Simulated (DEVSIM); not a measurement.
System: abrupt GaAs n-p junction, at 300 K.

| layer (left to right) | material | thickness (μm) | Nd (cm⁻³) | Na (cm⁻³) | τn (s) | τp (s) |
|---|---|---|---|---|---|---|
| 1 | GaAs | 0.540 | 3.1e16 | - | 2.1e-8 | 2.1e-8 |
| 2 | GaAs | 0.420 | - | 1.5e16 | 2.1e-8 | 2.1e-8 |

Left contact: ohmic. Right contact: ohmic. Voltage is applied to the left contact. Recombination: SRH at mid-gap, radiative, Auger. Mobility is μmin + (μ − μmin)/(1 + (N/Nref)^α).

Constants are typed, rounded textbook-type inputs, not results; the design itself was drawn at random and stands for no fabricated device. Values at 300 K.

```tsv
parameter	GaAs
gap (eV)	1.424
affinity (eV)	4.07
permittivity	12.9
Nc (cm⁻³)	4.7e17
Nv (cm⁻³)	9e18
μn (cm²/Vs)	8500
μp (cm²/Vs)	400
μn,min	500
μp,min	20
Nref,n	6e16
Nref,p	1.5e17
αn	0.39
αp	0.38
B (cm³/s)	2e-10
Cn (cm⁶/s)	1e-30
Cp (cm⁶/s)	1e-30
```

DEVSIM, 1D drift-diffusion, Boltzmann statistics, complete ionisation; no tunnelling, impact ionisation, image-force lowering or self-heating.

Q: Tabulate band edges, carrier densities and field at zero bias.

A: Energies count from the Fermi level of the right contact; mesh points crowd at the junctions.

| x (μm) | Ec (eV) | Ev (eV) | n (cm⁻³) | p (cm⁻³) | field (V/cm) |
|---|---|---|---|---|---|
| 0.000 | 0.070 | -1.354 | 3.1e16 | < 1e2 | ≈ 0 |
| 0.01333 | 0.070 | -1.354 | 3.1e16 | < 1e2 | ≈ 0 |
| 0.03339 | 0.070 | -1.354 | 3.1e16 | < 1e2 | ≈ 0 |
| 0.06356 | 0.070 | -1.354 | 3.1e16 | < 1e2 | ≈ 0 |
| 0.1306 | 0.070 | -1.354 | 3.1e16 | < 1e2 | ≈ 0 |
| 0.2098 | 0.070 | -1.354 | 3.1e16 | < 1e2 | ≈ 0 |
| 0.3109 | 0.071 | -1.353 | 3.1e16 | < 1e2 | 130 |
| 0.4200 | 0.093 | -1.331 | 1.3e16 | < 1e2 | 8200 |
| 0.4691 | 0.174 | -1.250 | 5.7e14 | < 1e2 | 26000 |
| 0.5017 | 0.281 | -1.143 | 8.8e12 | < 1e2 | 40000 |
| 0.5234 | 0.379 | -1.045 | 2.0e11 | < 1e2 | 50000 |
| 0.5410 | 0.473 | -0.951 | 5.4e9 | 940 | 57000 |
| 0.5547 | 0.548 | -0.876 | 2.9e8 | 18000 | 54000 |
| 0.5752 | 0.654 | -0.770 | 4900000 | 1000000 | 49000 |
| 0.6162 | 0.838 | -0.586 | 3900 | 1.3e9 | 41000 |
| 0.6665 | 1.017 | -0.407 | < 1e2 | 1.3e12 | 30000 |
| 0.7413 | 1.184 | -0.240 | < 1e2 | 8.3e14 | 15000 |
| 0.8157 | 1.245 | -0.179 | < 1e2 | 9.0e15 | 3500 |
| 0.8874 | 1.257 | -0.167 | < 1e2 | 1.4e16 | 530 |
| 0.9201 | 1.258 | -0.166 | < 1e2 | 1.5e16 | 230 |
| 0.9421 | 1.258 | -0.166 | < 1e2 | 1.5e16 | 150 |
| 0.9600 | 1.259 | -0.165 | < 1e2 | 1.5e16 | 130 |
